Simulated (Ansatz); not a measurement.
**Defect calculation: C interstitial in rock-salt TiN**

The numbers are results of PBE, PAW (plane waves to 420 eV; Ansatz, a quantum-chemistry and plane-wave program), not measurements. Set-up: 64-site cell; 4×4×4 shifted k-points; start: void with 4N4Ti nearest; no Hubbard U; finite-size errors of tenths of an eV; the relaxation kept the symmetry of the starting site; relaxed from one start, so a lower configuration may exist.

Neighbours after relaxation, in Å: of the C atom: Ti 1.91, Ti 1.91, Ti 1.91, Ti 1.91.

Formation energies E_f are those of the neutral cell. Chemical conditions: Ti-rich (Δμ(C) = -1.99 eV, bounded by Ti2C (Fd-3m); only phases computed here count, gases as isolated molecules at 0 K). Reference phases: C: graphite.

The name describes the start; the neighbours show where the added atom ended.

```csv
charge,moment (μB),point group,largest move off a lattice site (Å),"E_f, Ti-rich (eV)"
0,not spin-polarised,Td,0.24,9.80
```

Point groups are those of the whole cell at tolerances of 0.03 and 0.1 Å ("near" where only the looser one holds); none is given for unsettled states.
